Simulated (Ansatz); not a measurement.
Base system: CuI in the zinc blende structure (space group F-43m, No. 216).

```
CELL_PARAMETERS angstrom
      0.00000     3.01140     3.01140
      3.01140     0.00000     3.01140
      3.01140     3.01140     0.00000
ATOMIC_POSITIONS crystal
  Cu 0.00000 0.00000 0.00000
  I  0.25000 0.25000 0.25000
```

Cartesian axes are those of the cell as printed.

Level of theory: r2SCAN (Ansatz, a quantum-chemistry and plane-wave program, PAW, without spin-orbit coupling).

For the base:

- Band gap: 1.67 eV
- Valence-band top at Γ: 0.00, 0.00, 0.00 eV

The change: tensor shear ε_xy = +1.43 % (engineering shear γ = 0.0286), atoms relaxed at fixed cell.

**Question.** Predict the new largest internal atomic displacement, band gap and valence-band top at Γ.

**Answer.** The largest internal atomic displacement comes out as 0.020 Å; the band gap falls by 0.025 eV (1.67 eV → 1.64 eV); the valence-band top at Γ (three highest levels, from the VBM) goes from 0.00, 0.00, 0.00 eV to 0.00, -0.02, -0.04 eV.

With I present, leaving out spin-orbit coupling can change the band edges. The cells carry an imposed strain or load. No phonon test of stability was made. The final runs are not spin-polarised.
